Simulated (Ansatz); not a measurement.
**Effect of tensor shear ε_xy = +2.00 % on GaAs**

The parent structure is GaAs in the zinc blende structure (space group F-43m, No. 216; a = 5.603 Å). Axes: x, y, z lie along the cube axes.

Now apply this change: tensor shear ε_xy = +2.00 % (engineering shear γ = 0.0400); the atoms relax in the strained cell.

Level of theory: Ansatz (a first-principles code), LDA, PAW, cutoff 420 eV, no spin-orbit coupling. Settings: 10×10×10 k-points, 0.05 eV Fermi–Dirac smearing.

The volume per atom is still 21.98 Å³ and the space group goes from F-43m (No. 216) to Imm2 (No. 44). The shortest interatomic distance drops by 0.014 Å, from 2.426 Å to 2.412 Å and the energy goes up by 6.4 meV/atom. The pressure (mean of the normal stresses, compression positive) stays essentially unchanged (0.01 GPa against 0.06 GPa) and the band gap decreases by 0.194 eV (0.49 eV → 0.29 eV). The gap character stays direct at Γ and the valence-band top at Γ (three highest levels, from the VBM) becomes 0.00, -0.20, -0.32 eV (base: 0.00, 0.00, 0.00 eV). The valley order (the lowest conduction-band minima on the path, energy above the VBM, named in the base's zone) becomes Γ 0.29 eV; L along [1-1-1] 0.56 eV; X along [001] 0.91 eV; L along [111] 0.95 eV (base: Γ 0.49 eV; L along ⟨111⟩ 0.92 eV; a point along ⟨100⟩, about 1.0 Å⁻¹ from Γ 1.26 eV) and the largest internal atomic displacement amounts to 0.016 Å. The stress (xx, yy, zz, yz, xz, xy; compression positive) is (0.09, 0.09, 0.00, 0.00, 0.00, -2.35) GPa.

Cost of the whole job for the changed cell (relaxation, final SCF and bands): around 60 core-seconds (rough).

Stability against distortions was not tested. The zero or small gap of GaAs under tensor shear ε_xy = +2.00 % can change with the level of theory. k-point labels follow each cell's own Brillouin zone.
